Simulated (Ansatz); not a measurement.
The starting structures come from a database of crystals and need not be the phases stable at ambient conditions.

By LDA, the system below comes out a metal.

A figure of merit of an interconnect metal is its ballistic conductance per area.

Input:

```yaml
crystal:
  lattice:
    - [4.36006, 0.00000, 0.00000]
    - [-2.18003, 3.77592, 0.00000]
    - [2.18003, 1.25864, 3.55997]
  atoms:
    - { symbol: Cu, position: [0.00000, 0.50000, 0.50000] }
    - { symbol: Cu, position: [0.50000, 0.25000, 0.25000] }
    - { symbol: Cu, position: [0.50000, 0.75000, 0.75000] }
    - { symbol: Sn, position: [0.00000, 0.00000, 0.00000] }
```

Space group of this cell: Fm-3m. The cell is taken as given; by LDA its mean pressure is -10.4 GPa.

The current flows along the normal of the first two printed cell vectors, the (111) plane of the conventional cell. No spin-orbit coupling; the value is a mean over 0.1 eV about the Fermi level.

Question: Predict the ballistic conductance per area from LDA (Ansatz, a quantum-chemistry and plane-wave program).

Answer: 0.72 × 10¹⁵ S/m² for both spins.
